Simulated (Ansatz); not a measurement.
Base system: HfO2 in the fluorite structure (space group Fm-3m, No. 225; a = 5.059 Å).

All numbers come from r2SCAN in Ansatz (plane waves to 500 eV, PAW, scalar-relativistic without spin-orbit coupling), earlier PAW set.

Before the change:

* **Band gap**: 4.30 eV
* **Lattice parameter a**: 5.059 Å

One thing is altered: a hydrostatic pressure of 1.8 GPa.

Q: What happens to the band gap and lattice parameter a?

A: The band gap goes up by 0.02 eV to 4.32 eV; the lattice parameter a drops by 0.011 Å (5.059 Å → 5.048 Å).

With Hf present, leaving out spin-orbit coupling can change the band edges. Load acts through the strain it causes; cell and atoms are relaxed under it. No phonon test of stability was made. This is not the structure that HfO2 has at room temperature and ambient pressure.

Ansatz is a program for electronic structure.
